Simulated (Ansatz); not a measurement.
Data:

End structure of a constructed model of the (111) surface of fcc Ag, p(2x2) surface alloy, Au on one Ag site of the top plane (bottom of the slab: a bare face, its two planes held):

```xyz
24
Lattice="5.8668 0.0000 0.0000 -2.9334 5.0808 0.0000 0.0000 0.0000 28.0000" Properties=species:S:1:pos:R:3 pbc="T T T"
Ag    -1.4667     4.2340     8.0190
Ag     0.0000     1.6936     8.0190
Ag     1.4667     4.2340     8.0190
Ag     2.9334     1.6936     8.0190
Ag     0.0000     3.3872    10.4141
Ag     1.4667     0.8468    10.4141
Ag     2.9334     3.3872    10.4141
Ag     4.4001     0.8468    10.4141
Ag     1.4666     2.5404    12.7905
Ag     2.9334    -0.0001    12.7905
Ag    -1.4666     2.5404    12.7905
Ag     0.0000     0.0000    12.7874
Ag     2.9334     1.6936    15.1721
Ag     1.4681     4.2348    15.1725
Ag     0.0000     1.6920    15.1725
Ag    -1.4681     4.2348    15.1725
Ag     4.3932     0.8508    17.5476
Ag     2.9334     3.3792    17.5476
Ag     1.4736     0.8508    17.5476
Ag     0.0000     3.3872    17.5439
Au     0.0000     0.0000    19.8987
Ag    -1.4659     2.5408    19.9429
Ag     2.9334    -0.0009    19.9429
Ag     1.4659     2.5408    19.9429
```

Model: 24-atom slab, 12.0 Å thick at the start, 8x8x1 mesh, Fermi-Dirac 0.1 eV, dipole correction, 8 atoms held, the rest relaxed; symmetry of the start imposed; no spin, no spin-orbit, no U. It is one candidate, not shown to be the stable structure of the face.

### Question
Estimate the work function of the top face that Ansatz (a quantum-chemistry and plane-wave program) with PBE returns for this input.

### Answer
4.53 eV
